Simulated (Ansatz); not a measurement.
By PBEsol, the system below comes out a metal.

The ballistic (Sharvin) conductance counts the channels at the Fermi level: G/A = (e²/h) × channels of both spins per area.

```
TiN
1.0
    2.93904     0.00000     0.00000
   -1.46952     2.54528     0.00000
    1.46952     0.84843     2.39971
Ti N
1 1
Direct
  0.00000   0.00000   0.00000
  0.00000   0.50000   0.50000
```

The cell is strained (all lengths scaled by 0.98); by PBEsol it stands under a pressure of 11.0 GPa.

The current flows along the normal of the first two printed cell vectors, the (111) plane of the conventional cell. No spin-orbit coupling; the value is a mean over 0.1 eV about the Fermi level.

State the ballistic conductance per area according to PBEsol (Ansatz, a first-principles code).

1.4 × 10¹⁵ S/m² for both spins.
